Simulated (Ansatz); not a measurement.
InP (F-43m), Ansatz (an electronic-structure program) with r2SCAN with spin-orbit coupling, rigid bands: N_c = 6.43e17 cm⁻³ at 300 K and an electron conductivity mass of 0.0895 mₑ.

**Question.** For 1e16 electrons per cm³ at 300 K, place the Fermi level, estimate the Seebeck coefficient of a parabolic band with constant τ, and give mobility and conductivity for τ = 10 fs.

**Answer.** The level lies k_BT ln(N_c/n) = 0.108 eV below the conduction-band minimum. S ≈ −(k_B/e)[ln(N_c/n) + 5/2] = -574 μV/K, against -568 μV/K from the full bands (mean over directions). μ = eτ/m = 197 cm²/(V·s) and σ = neμ = 0.315 S/cm. τ is assumed, not computed.

Band transport and this doping are assumed; polarons and phonon drag are left out. Geometry: cell and atoms relaxed with PBEsol.
